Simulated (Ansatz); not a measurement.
**How far PBE and PBEsol part for CdTe, pressure 7.5 GPa**

The parent structure is CdTe in the zinc blende structure (space group F-43m, No. 216; a = 6.6180 Å).

(Cell as relaxed with PBE.)

Levels (all Ansatz, an electronic-structure program, PAW): PBE (420 eV, no spin-orbit coupling); PBEsol (420 eV, no spin-orbit coupling).

Each level relaxes its own structure.

```
base                      PBE    PBEsol
-------------------  --------  --------
volume per atom      36.23 Å³  34.16 Å³
lattice parameter a  661.8 pm  648.9 pm
band gap              0.59 eV   0.65 eV
```

Now apply this change: a hydrostatic pressure of 7.5 GPa.

```csv
quantity,PBE,PBEsol
electron mass,0.079 mₑ (at Γ),(withheld)
"valley order (the lowest conduction-band minima on the path, energy above the VBM, named in the base's zone)",Γ 1.04 eV; L along ⟨111⟩ 1.91 eV; X along ⟨100⟩ 2.41 eV,(withheld)
"hole mass (degenerate bands, along [100])","0.080, 0.45, 0.45 mₑ (at Γ)",(withheld)
shift of the gap caused by the change,+0.45 eV,(withheld)
lattice parameter a,629.6 pm,(withheld)
```

### Question
Given the PBE results, estimate those of PBEsol.

### Answer

- electron mass, PBEsol: 0.077 mₑ (at Γ)
- valley order (the lowest conduction-band minima on the path, energy above the VBM, named in the base's zone), PBEsol: Γ 1.04 eV; L along ⟨111⟩ 1.85 eV; X along ⟨100⟩ 2.18 eV
- hole mass (degenerate bands, along [100]), PBEsol: 0.078, 0.41, 0.41 mₑ (at Γ)
- shift of the gap caused by the change, PBEsol: +0.40 eV
- lattice parameter a, PBEsol: 620.9 pm

Both order the valleys alike; PBE's shift of the gap caused by the change lies 0.058 eV above PBEsol's; PBE's lattice parameter a lies 8.7 pm above PBEsol's (1.4 %). Neither level is exact; PBEsol is the comparison here, not a measurement.

Spin-orbit coupling, missing from the scalar runs, can matter with Te. Load acts through the strain it causes; cell and atoms are relaxed under it. Masses are band curvatures over ±0.01 Å⁻¹ around the edge. Whether these cells are dynamically stable was not tested. Measured, CdTe leaves this structure (for cinnabar) near 3.53 GPa (temperature not stated; as listed in Datta, Sujoy, Jana, Debnarayan, arXiv (2020)), on rising pressure, with hysteresis.
